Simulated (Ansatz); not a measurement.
The parent structure is Mg2Sn (space group Fm-3m, No. 225; a = 6.747 Å; relaxed with 0.1 eV smearing). Axes: x, y, z lie along the cube axes.

The values are results of Ansatz (a program for electronic structure), PBEsol, PAW, cutoff 420 eV, without spin-orbit coupling, not measurements.

Strains are applied to the cell and any free atomic positions relax; under biaxial strain the out-of-plane vector relaxes too.

One change was made to it. Results:

```csv
quantity,base,after
volume per atom,25.60 Å³,25.85 Å³
energy relative to the base (free energy F),0 meV/atom,+0.8 meV/atom
```

Problem. Which change produced these results?
(A) biaxial strain +0.79 %, plane normal [001], relaxed out of plane
(B) uniaxial strain ε_zz = −0.19 %
(C) biaxial strain +2.64 %, plane normal [111], relaxed out of plane
(D) biaxial strain +4.98 %, plane normal [111], relaxed out of plane
(E) biaxial strain −0.53 %, plane normal [111], relaxed out of plane

Solution. A, biaxial strain +0.79 %, plane normal [001], relaxed out of plane. For comparison, the volume per atom in the other runs: uniaxial strain ε_zz = −0.19 % gives 25.55 Å³; biaxial strain +4.98 %, plane normal [111], relaxed out of plane gives 27.50 Å³; biaxial strain +2.64 %, plane normal [111], relaxed out of plane gives 26.59 Å³; biaxial strain −0.53 %, plane normal [111], relaxed out of plane gives 25.40 Å³.

No phonon test of stability was made.
